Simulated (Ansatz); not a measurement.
Here is the system:

```
CELL_PARAMETERS angstrom
      3.27754     0.00000     0.00000
     -1.63877     2.83843     0.00000
      0.00000     0.00000     5.29007
ATOMIC_POSITIONS crystal
  Zn 0.66667 0.33333 0.00214
  Zn 0.33333 0.66667 0.50214
  O  0.66667 0.33333 0.62306
  O  0.33333 0.66667 0.12306
```

No spin polarisation.

The values are results of plane-wave PAW DFT at the PBE level (Ansatz, a program for electronic structure, 420 eV), no SOC, earlier PAW set, not measurements. k-mesh 12×12×6 (Γ-centred); smearing 0.05 eV (Fermi–Dirac).

What gap character does the calculation give?

Direct at Γ.

Predict the electron mass.

0.14 mₑ (at Γ).

What is the computed width of the top valence band?

1.71 eV.

Load acts through the strain it causes; cell and atoms are relaxed under it. Masses are band curvatures over ±0.01 Å⁻¹ around the edge. Whether these cells are dynamically stable was not tested. The cell was made from ZnO in the wurtzite structure (space group P6_3mc, No. 186) by this change: pressure 0.3 GPa.
